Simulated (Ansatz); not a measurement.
A self-consistent single point of Lu2SeO2 (P3m1, 5 atoms in the cell) with Ansatz (a quantum-chemistry and plane-wave program).

Method: PBEsol, default PAW files made with PBE (plane waves; Ansatz).

```yaml
crystal:
  lattice:
    - [3.72723, 0.00000, 0.00000]
    - [-1.86361, 3.22788, 0.00000]
    - [0.00000, 0.00000, 6.66678]
  atoms:
    - { symbol: Lu, position: [0.33333, 0.66667, 0.30070] }
    - { symbol: Lu, position: [0.66667, 0.33333, 0.70680] }
    - { symbol: Se, position: [0.00000, 0.00000, 0.00000] }
    - { symbol: O, position: [0.33333, 0.66667, 0.62510] }
    - { symbol: O, position: [0.66667, 0.33333, 0.37490] }
```

Reference input (self-consistent single point, DFT, PBEsol, plane waves, default PAW files made with PBE): basis.ecutwfc = 30.9 Ry; kpoints.mp_grid.grid = 7 7 3; hamiltonian.xc = pbesol; hamiltonian.pseudopotentials = {kind: paw} (the program's default PAW files); scf.occupations.method = fermi_dirac; scf.occupations.width = 0.0015 Ry. This run's input differs from it in these lines:

Ansatz 0.2 input:
```diff
@@ -12,3 +12,3 @@
 basis:
-  ecutwfc: 30.9 Ry
+  ecutwfc: 54.0 Ry
 kpoints:
```

Log, with long lists cut:

```
SCF iter   1: F=—  HF=-35779.274405 eV  |F-HF|=—  |Δ(HF+E_count)|=         —  Δρ=1.42e-2  dr2=1.46e-1  ethr=1.77e-3  ⟨swp⟩=7.8  Hψ=4683  notcnv=0  defer=2
all-band conjugate gradients solve this SCF's bands
preconditioner: auto → Resta (q_TF=auto, 2.716 Å⁻¹)
SCF iter   2: F=—  HF=-35779.236563 eV  |F-HF|=—  |Δ(HF+E_count)|=   3.78e-2  Δρ=3.24e-3  dr2=3.78e-3  ethr=1.87e-4  ⟨swp⟩=3.9  Hψ=2421  notcnv=0  defer=48
   [... lines left out ...]
SCF iter   7: F=—  HF=-35779.235786 eV  |F-HF|=—  |Δ(HF+E_count)|=   4.64e-7  Δρ=7.04e-5  dr2=3.06e-6  ethr=2.14e-8  ⟨swp⟩=2.1  Hψ=1666  notcnv=0  defer=48
SCF iter   8: F=—  HF=-35779.235785 eV  |F-HF|=—  |Δ(HF+E_count)|=   7.98e-7  Δρ=3.45e-5  dr2=7.30e-7  ethr=3.92e-9  ⟨swp⟩=3.5  Hψ=2277  notcnv=0  defer=48
SCF iter   9: F=—  HF=-35779.235785 eV  |F-HF|=—  |Δ(HF+E_count)|=   2.75e-7  Δρ=1.53e-5  dr2=1.22e-7  ethr=9.35e-10  ⟨swp⟩=3.0  Hψ=2082  notcnv=0  defer=48
SCF iter  10: F=-35779.235785 eV  HF=-35779.235785 eV  |F-HF|=2.15e-9  |Δ(HF+E_count)|=   2.75e-8  Δρ=3.26e-6  dr2=9.49e-9  ethr=1.28e-10  ⟨swp⟩=14.8  Hψ=6500  notcnv=0
SCF 1 converged in 10 iterations: F = -35779.235785 eV  dr2 = 9.49e-9
Free energy (F): -35779.235785 eV
Internal energy: -35779.235785 eV  (E = F + TS)
E sigma→0 (E₀):  -35779.235785 eV
Fermi energy:    14.622506 eV
--- Forces (eV/Å), atoms counted from 1 ---
  atom   1  Lu     0.00000000    -0.00000000    -1.01651323
  atom   2  Lu    -0.00000000     0.00000000     0.60341076
  atom   3  Se     0.00000000    -0.00000000     0.05031655
  atom   4  O      0.00000000    -0.00000000     0.21328411
  atom   5  O      0.00000000     0.00000000     0.14949755
--- Stress (GPa, compression-positive) ---
       -0.283445      -0.000000       0.000000
        0.000000      -0.283445       0.000000
        0.000000       0.000000       0.028619
  P = ⅓ Tr σ = -0.1794 GPa (-1.794 kbar)
  The stress holds the Pulay correction. Without it, at fixed plane waves, as pw.x and ABINIT print it: P = -0.1838 GPa
```

The run converged in 10 iterations. Against the reference run the free energy falls by 3.7 meV/atom, the pressure moves little (-0.15 to -0.18 GPa), the largest force hardly changes (1.020 to 1.017 eV/Å) and the gap on the mesh stays at 1.623 eV.

The starting cell comes from a database of computed structures (which also holds hypothetical and non-ambient phases and stackings), without a prior relaxation at this level. Its lattice was rescaled by up to half a per cent. One atom was moved a little off its site on purpose. Spin-orbit coupling is off. Forces in this geometry exceed 1 eV/Å. Ansatz's pressure includes its estimate of the finite-basis (Pulay) stress.
